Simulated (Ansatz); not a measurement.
Phonon-limited resistivity of LuRu3B2 (P6/mmm) against temperature in μΩ·cm, Ansatz (a first-principles code) with PBEsol, DFPT electron-phonon coupling, linearised Boltzmann equation, harmonic crystal at a fixed cell. x, y and z are the axes of this cell:
```
LuRu3B2
1.0
    5.41977     0.00000     0.00000
   -2.70989     4.69366     0.00000
    0.00000     0.00000     2.98543
Lu B Ru
1 2 3
Direct
  0.00000   0.00000   0.00000
  0.66667   0.33333   0.00000
  0.33333   0.66667   0.00000
  0.50000   0.00000   0.50000
  0.50000   0.50000   0.50000
  0.00000   0.50000   0.50000
```

```csv
T,"ρ (x, y)",ρ (z)
50 K,3.4,1.57
77 K,7.5,3.6
100 K,(withheld),5.5
150 K,(withheld),9.8
200 K,29,14.2
250 K,38,18.6
273 K,43,21
300 K,48,23
350 K,57,27
400 K,66,31
500 K,85,40
```

Complete the blanks.


- 100 K, ρ (x, y): 11.5
- 150 K, ρ (x, y): 20

A metal at this level (no band gap). Only scattering by harmonic phonons is included (no impurities, grain boundaries, electron-electron scattering or thermal expansion). Spin-orbit coupling is left out, which matters with elements this heavy. Values near or above 100 μΩ·cm, or paths under about 2 nm, lie near resistivity saturation, where the Boltzmann equation overshoots. The squared frequency of the phonon mode least converged on the k mesh is uncertain by about 98 %. Halving the electron mesh (20x20x28) moves the resistivity by up to 13 %. Smearing 0.20 eV; phonons on a 3x3x5 q mesh, which this run doesn't test and which matters most at low temperature.

Formula and space group known from diffraction (Crystallography Open Database), not checked to be the room-temperature form: LuRu3B2 (P6/mmm).
